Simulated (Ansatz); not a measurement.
## Hf3N4: pressure series

Base system: Hf$_{3}$N$_{4}$ (space group I-43d, No. 220; a = 6.734 Å).

Cell and atoms are relaxed at each pressure.

The values are results of PBE (Ansatz, a program for electronic structure; PAW; 420 eV plane waves; spin-orbit coupling left out), not measurements.

| P (GPa) | V (Å³/atom) |
|---|---|
| -2.00 | 11.017 |
| -1.00 | 10.961 |
| 0.31 | 10.893 |
| 0.69 | 10.872 |
| 1.48 | 10.832 |
| 3.00 | 10.760 |
| 5.00 | 10.670 |
| 7.50 | 10.566 |
| 10.00 | 10.469 |

Fit a third-order Birch–Murnaghan equation of state.

Least squares on P(V) = (3B₀/2)[(V₀/V)^(7/3) − (V₀/V)^(5/3)]·[1 + (3/4)(B₀′ − 4)((V₀/V)^(2/3) − 1)] gives V₀ = 10.91 Å³/atom, B₀ = 208 GPa and B₀′ = 7.6.

Between the base and pressure 10 GPa the gap moves from 1.04 eV to 1.11 eV, a mean slope of 7.3 meV/GPa.

Spin-orbit coupling, missing from the scalar runs, can matter with Hf. Load acts through the strain it causes; cell and atoms are relaxed under it. Whether these cells are dynamically stable was not tested. Competing high-pressure phases were not computed.
